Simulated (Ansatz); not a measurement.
Consider the following.

```xyz
1
Lattice="4.8331 0.0000 0.0000 0.0000 4.8331 0.0000 2.4165 -2.4165 2.4724" Properties=species:S:1:pos:R:3 pbc="T T T"
Ba     0.0000     0.0000     0.0000
```

No spin polarisation.

All numbers come from PBEsol (Ansatz, a quantum-chemistry and plane-wave program), without spin-orbit coupling. Γ-centred 19×19×19 mesh, Fermi–Dirac width 0.1 eV.

Task: Predict the band gap, in-plane stress and space group.

Result: Band gap: zero
Mean in-plane stress (compression positive): +0.1 GPa
Space group: I4/mmm (No. 139)

The cells carry an imposed strain or load. Whether these cells are dynamically stable was not tested. The cell was made from Ba in the bcc (W type) structure (space group Im-3m, No. 229) by this change: biaxial strain −1.00 %, plane normal [001], relaxed out of plane.
